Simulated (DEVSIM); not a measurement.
System: illuminated Si p-on-n cell, one wavelength, with a back-surface field, at 300 K.

| layer (left to right) | material | thickness (μm) | Nd (cm⁻³) | Na (cm⁻³) | τn (s) | τp (s) | absorption coefficient (cm⁻¹) |
|---|---|---|---|---|---|---|---|
| 1 | Si | 0.130 | - | 6.9e18 | 8e-7 | 3.2e-7 | 1900 |
| 2 | Si | 53.0 | 3.4e15 | - | 3.2e-5 | 3.2e-5 | 1900 |
| 3 | Si | 0.100 | 1.6e18 | - | 3.2e-5 | 3.2e-5 | 1900 |

Left contact: ohmic, minority electron recombination velocity 30000 cm/s. Right contact: ohmic, minority hole recombination velocity 600 cm/s. Voltage is applied to the left contact. Recombination: SRH at mid-gap, radiative, Auger. Gap narrowing is on: ΔEg = 6.92 meV × (l + √(l² + 0.5)), l = ln(N/1.3e17 cm⁻³), shared equally by both band edges. Light enters at the left, 2.4e18 photons cm⁻² s⁻¹, one pass, no reflection. Mobility is constant in doping.

This is a model device: material constants are rounded textbook-type values typed into the input, and sizes, dopings and lifetimes were drawn at random. Values at 300 K; Nc and Nv go as T^1.5, mobilities as T to minus their exponent, the gap by Varshni's rule with the affinity fixed.

```
parameter               Si
----------------  --------
gap (eV)             1.124
affinity (eV)         4.05
permittivity          11.7
Nc (cm⁻³)          2.86e19
Nv (cm⁻³)           3.1e19
μn (cm²/Vs)           1417
μp (cm²/Vs)            470
T exponent of μn       2.3
T exponent of μp       2.2
B (cm³/s)          4.7e-15
Cn (cm⁶/s)         2.8e-31
Cp (cm⁶/s)         9.9e-32
Varshni α (eV/K)  0.000473
Varshni β (K)          636
```

DEVSIM, 1D drift-diffusion, Boltzmann statistics, complete ionisation; no tunnelling, impact ionisation, image-force lowering or self-heating.

The temperature was swept, all else fixed.

| temperature (K) | potential step across the device at zero bias (V) | open-circuit voltage (V) | dark forward voltage at 100 A/cm² (V) | dark forward voltage at 1 A/cm² (V) |
|---|---|---|---|---|
| 250 | 1.008 | ___ | ___ | ___ |
| 300 | 0.965 | 0.691 | 0.856 | 0.720 |
| 350 | 0.919 | 0.600 | 0.794 | 0.634 |
| 400 | 0.870 | 0.505 | 0.730 | 0.545 |
| 450 | 0.819 | 0.408 | 0.663 | 0.454 |
| 500 | 0.765 | 0.309 | 0.594 | 0.360 |

Question: Fill in the missing entries.

Answer: 
- 250, open-circuit voltage (V): 0.779
- 250, dark forward voltage at 100 A/cm² (V): 0.916
- 250, dark forward voltage at 1 A/cm² (V): 0.803
